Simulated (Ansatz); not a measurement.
## Ge: biaxial strain +2.00 %, plane normal [001], relaxed out of plane

Start from Ge in the diamond structure (space group Fd-3m, No. 227; a = 5.6222 Å). Axes: x, y, z lie along the cube axes.

One thing is altered: biaxial strain +2.00 %, plane normal [001], relaxed out of plane (Cartesian); in-plane vectors clamped, the third vector and the atoms free.

Computed with LDA/PAW in Ansatz (a program for electronic structure), no SOC. Settings: 14×14×14 k-points, 0.05 eV Fermi–Dirac smearing.

The volume per atom grows by 0.54 Å³ to 22.75 Å³ and the space group goes from Fd-3m (No. 227) to I4_1/amd (No. 141). The shortest interatomic distance goes up by 0.0380 bohr to 4.639 bohr and the energy rises by 6.9 meV/atom. The pressure (mean of the normal stresses, compression positive) goes from zero to -1.6 GPa and the band gap remains zero. The out-of-plane strain amounts to -1.56 % (rough) and the mean in-plane stress (compression positive) comes out as -2.4 GPa (rough).

Cost of the whole job for the changed cell (relaxation, final SCF and bands): about 40 core-seconds (a rough figure).

Without a gap, meshes like the base's 14×14×14 leave anisotropic stresses uncertain by several tenths of a GPa, and small strain energies with them. Stability against distortions was not tested. A zero or small gap of Ge can be the functional's error rather than a property of the material.
